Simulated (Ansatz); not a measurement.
## Response to strain in SrO

Start from SrO in the rock salt structure (space group Fm-3m, No. 225; a = 5.195 Å).

Strains are applied to the cell and any free atomic positions relax.

Level of theory: DFT with PBE, PAW potentials and a 420 eV plane-wave cutoff in Ansatz (a quantum-chemistry and plane-wave program), spin-orbit coupling left out.

Notes on the quantities. energy relative to the base: free energy F.

```json
[
 {"variant": "base", "electron mass": "1.2 mₑ along k, 0.41 mₑ across (at X)", "energy relative to the base": "0 meV/atom", "smallest direct gap": "3.42 eV", "band gap": "3.33 eV", "pressure": "0.00 GPa"},
 {"variant": "isotropic strain −2.50 %", "electron mass": "1.2 mₑ along k, 0.39 mₑ across (at X)", "energy relative to the base": "+28 meV/atom", "smallest direct gap": "3.33 eV", "band gap": "3.29 eV", "pressure": "7.62 GPa"},
 {"variant": "isotropic strain −2.00 %", "electron mass": "1.2 mₑ along k, 0.39 mₑ across (at X)", "energy relative to the base": "+18 meV/atom", "smallest direct gap": "3.35 eV", "band gap": "3.30 eV", "pressure": "5.88 GPa"},
 {"variant": "isotropic strain −1.50 %", "electron mass": "1.2 mₑ along k, 0.40 mₑ across (at X)", "energy relative to the base": "+9.9 meV/atom", "smallest direct gap": "3.37 eV", "band gap": "3.31 eV", "pressure": "4.25 GPa"},
 {"variant": "isotropic strain −0.50 %", "electron mass": "1.2 mₑ along k, 0.40 mₑ across (at X)", "energy relative to the base": "+1.1 meV/atom", "smallest direct gap": "3.41 eV", "band gap": "3.32 eV", "pressure": "1.32 GPa"},
 {"variant": "isotropic strain +0.50 %", "electron mass": "1.2 mₑ along k, 0.41 mₑ across (at X)", "energy relative to the base": "+1.0 meV/atom", "smallest direct gap": "3.44 eV", "band gap": "3.33 eV", "pressure": "-1.22 GPa"},
 {"variant": "isotropic strain +1.00 %", "electron mass": "1.2 mₑ along k, 0.41 mₑ across (at X)", "energy relative to the base": "+4.0 meV/atom", "smallest direct gap": "3.45 eV", "band gap": "3.33 eV", "pressure": "-2.36 GPa"},
 {"variant": "isotropic strain +2.00 %", "electron mass": "1.2 mₑ along k, 0.42 mₑ across (at X)", "energy relative to the base": "+16 meV/atom", "smallest direct gap": "3.39 eV", "band gap": "3.34 eV", "pressure": "-4.39 GPa"},
 {"variant": "isotropic strain +2.50 %", "electron mass": "0.33 mₑ (at Γ)", "energy relative to the base": "+24 meV/atom", "smallest direct gap": "–", "band gap": "3.30 eV", "pressure": "-5.30 GPa"},
 {"variant": "isotropic strain +3.00 %", "electron mass": "0.33 mₑ (at Γ)", "energy relative to the base": "+34 meV/atom", "smallest direct gap": "–", "band gap": "3.20 eV", "pressure": "-6.15 GPa"}
]
```

Effective masses come from finite differences of ±0.01 Å⁻¹. Along k means along the line from Γ to the band edge. No phonon test of stability was made.
